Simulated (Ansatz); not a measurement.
Levels about the gap of amorphous In$_{24}$O$_{38}$Hf (63 atoms in a cell of 889 Å³, 6.62 g/cm³; zone centre alone, so wide bands show as single levels with stretches between that a denser mesh fills), at the geometry that PBE relaxed, where it gives -1.4 GPa on a denser mesh. The participation number counts the atoms over which a state spreads; weights are charges in smoothed Voronoi cells. The levels come from a single point, so bond lengths are those of that geometry. Method of the levels: PBE, scalar-relativistic without spin-orbit coupling (Ansatz, a program for electronic structure). Sampling: the zone centre alone; Fermi-Dirac width 0.02 eV; no spin polarisation.

A CHGNet melt-quench gave the starting glass, which DFT then relaxed. O atoms were pushed apart under 1.9 Å during the dynamics, to hinder bonds among them. The hot cell started wider than the set density and was brought back towards it in steps. It is the lowest in DFT energy of 2 quenches. It is a model cell: composition and starting density were chosen by hand, and all elements were melted together. No dispersion term was used. Its density started from a set value of 6.62 and ended at 6.62 g/cm³. Cooling (nominally 280 K/ps over its main leg) ran many orders faster than in experiment, which tends to leave more defects and strain. A cell of this size samples the disorder only roughly. The volume was held where the preparation left it and the shape relaxed, at a PBE pressure of -1.4 GPa (tension). Stress components on the final sampling reach 1.5 GPa. On a 2×2×2 Γ-centred mesh force components of up to 0.17 eV/Å stay, since the relaxation ran on the zone centre alone.

| E - E(highest filled), eV | filling | participation number | largest on | weight O | weight In | weight Hf |
|---|---|---|---|---|---|---|
| -0.17 | filled | 21.1 | O, 4 neighbours | 0.95 | 0.05 | 0.00 |
| -0.13 | filled | 12.2 | O, 4 neighbours | 0.95 | 0.05 | 0.00 |
| -0.12 | filled | 17.6 | O, 3 neighbours | 0.94 | 0.06 | 0.00 |
| -0.10 | filled | 16.3 | O, 4 neighbours | 0.95 | 0.05 | 0.00 |
| -0.06 | filled | 16.7 | O, 4 neighbours | 0.94 | 0.06 | 0.00 |
| -0.01 | filled | 12.5 | O, 3 neighbours | 0.95 | 0.05 | 0.00 |
| 0.00 | filled | 14.9 | O, 3 neighbours | 0.95 | 0.05 | 0.00 |
| 0.68 | empty | 59.5 | In, 6 neighbours | 0.56 | 0.43 | 0.01 |
| 3.41 | empty | 25.2 | In, 5 neighbours | 0.58 | 0.41 | 0.01 |
| 3.51 | empty | 23.8 | In, 6 neighbours | 0.59 | 0.39 | 0.02 |
| 3.67 | empty | 35.6 | In, 5 neighbours | 0.61 | 0.39 | 0.00 |
| 3.72 | empty | 39.3 | In, 5 neighbours | 0.61 | 0.38 | 0.00 |
| 3.96 | empty | 48.5 | In, 5 neighbours | 0.57 | 0.39 | 0.04 |
| 4.03 | empty | 47.1 | In, 6 neighbours | 0.62 | 0.38 | 0.00 |

Most localised among these is the filled level at -0.13 eV, on a O atom, which has 4 neighbours (In 2.18 Å, In 2.19 Å, In 2.26 Å, In 2.43 Å).
